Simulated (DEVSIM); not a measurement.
System: Schottky contact on p-type GaP, at 450 K.

Layer 1 from the left is GaP, thickness (μm) 9.50, Na (cm⁻³) 7.4e16, τn (s) 6.5e-7, τp (s) 6.5e-7.

Left contact: Schottky, work function 4.48 eV, emission velocity 6.5e6 cm/s. Right contact: ohmic. Voltage is applied to the left contact. Recombination: SRH at mid-gap. Mobility is μmin + (μ − μmin)/(1 + (N/Nref)^α).

Constants are typed, rounded textbook-type inputs, not results; the design itself was drawn at random and stands for no fabricated device. Values at 300 K; Nc and Nv go as T^1.5, mobilities as T to minus their exponent, the gap by Varshni's rule with the affinity fixed.

GaP: gap (eV) 2.26, affinity (eV) 3.8, permittivity 11.1, Nc (cm⁻³) 1.8e19, Nv (cm⁻³) 1.9e19, μn (cm²/Vs) 250, μp (cm²/Vs) 150, μn,min 10, μp,min 10, Nref,n 4.4e18, Nref,p 1e18, αn 0.8, αp 0.85, T exponent of μn 1.6, T exponent of μp 1.98, Varshni α (eV/K) 0.00058, Varshni β (K) 372.

Model (solved in DEVSIM): 1D drift-diffusion, Boltzmann statistics, complete ionisation; no tunnelling, impact ionisation, image-force lowering or self-heating. Metal contacts follow the ideal Schottky-Mott rule: no Fermi-level pinning, no interface dipoles.

Dark forward current:

```tsv
|V| (V)	|J| (A/cm²)
0.05	6.361e-10
0.10	2.916e-9
0.15	1.111e-8
0.20	4.052e-8
0.25	1.462e-7
0.30	5.252e-7
0.35	1.884e-6
0.40	6.753e-6
0.45	2.417e-5
0.50	8.641e-5
0.55	0.0003084
0.60	0.001099
0.65	0.003908
0.70	0.01385
0.75	0.04892
0.80	0.1715
0.85	0.5924
0.90	1.970
0.95	5.966
1.00	15.16
1.05	30.97
1.10	52.52
1.15	78.15
1.20	106.5
1.25	136.8
1.30	168.4
```

Problem. Work out the local ideality factor n = ΔV / (kT/q · ln(J2/J1)) between the rows 0.20 and 0.25 V, 1.25 and 1.30 V.

Solution. kT/q = 38.78 mV. From 0.20 to 0.25 V: ln(1.462e-7/4.052e-8) = 1.283, n = 1.00, near the 1 of diffusion or emission over a barrier. From 1.25 to 1.30 V: ln(168.4/136.8) = 0.208, n = 6.20; the layers' resistance at their doping, Σ W/(qμN) = 0.0013 Ω cm², would take 41 mV of this step of 50 mV.

Problem. Estimate the current at 0.50 V for emission alone, J0 = q v N_band exp(−φB/kT), and read the barrier back from the simulated current.

Solution. φB = 1.515 eV, N_band = 3.49e19 cm⁻³, J0 = 3.95e-10 A/cm²; J = J0 (exp(qV/kT) − 1) = 0.000157 A/cm². The simulation gives 8.64e-5 A/cm²; the estimate lies 82 % above. Read backwards, the simulated current gives an apparent barrier of 1.538 eV. The estimate leaves out transport through the depletion region and minority injection.
